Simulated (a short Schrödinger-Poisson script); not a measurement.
Stack: symmetric double-gate stack, SiO2 on p-type Si(100), at 300 K.

```tsv
layer	material	thickness (nm)	Na (cm⁻³)
1	SiO2	1.1	-
2	Si	5	2e15
3	SiO2	1.1	-
```

Constants are typed, rounded textbook-type inputs, not results; the design itself was drawn at random and stands for no fabricated device. SiO2: permittivity 3.9, conduction-band edge (eV) 3.15, gap (eV) 9, electron mass (mₑ) 0.5. Si: permittivity 11.7, conduction-band edge (eV) 0, gap (eV) 1.124, Nv at 300 K (cm⁻³) 3.1e19.

Channel valleys (confinement mass, in-plane density-of-states mass, number): Δ2 0.916, 0.19, 2; Δ4 0.19, 0.417, 4. At the gates, both at one voltage, the conduction-band edge of layer 1 lies 3.42 eV − eVg above the Fermi level of the channel. Gaps are held at their typed values at every temperature. Mesh 0.03 nm at interfaces.

Solved with a short Schrödinger-Poisson script written for these runs: 1D Poisson equation in equilibrium, electrons quantum, Hartree (BenDaniel-Duke, 12 states a valley, the channel's in-plane mass for all, wave functions ending at the dielectric), parabolic valleys, classical holes, full ionisation, no traps, pinning or gate leakage.

The same stack at other levels of the model or other numerical settings:

```tsv
run	sheet density of all electrons at Vg = 0.95 V (cm⁻²)	sheet density of all electrons at Vg = 0.35 V (cm⁻²)	capacitance of both gates at Vg = 0.95 V (μF/cm²)	gate voltage at 1e11 electrons/cm² (V)	rough cost against the base
base	1.80e13	2.38e12	4.53	0.18	about 1
electrons treated as classical, Boltzmann	…	…	5.77	0.15	0.07
electrons treated as classical, Fermi-Dirac	2.23e13	3.63e12	5.28	0.15	0.1
mesh six times as coarse	1.80e13	2.38e12	4.53	0.18	0.4
one subband a valley	…	2.28e12	4.37	0.19	0.5
```

Question: What belongs in the gaps?

Answer: 
- electrons treated as classical, Boltzmann, sheet density of all electrons at Vg = 0.95 V (cm⁻²): 2.37e13
- one subband a valley, sheet density of all electrons at Vg = 0.95 V (cm⁻²): 1.73e13
- electrons treated as classical, Boltzmann, sheet density of all electrons at Vg = 0.35 V (cm⁻²): 3.71e12

The classical rows ignore confinement, and Boltzmann statistics overrate the density once the band edge passes the Fermi level.
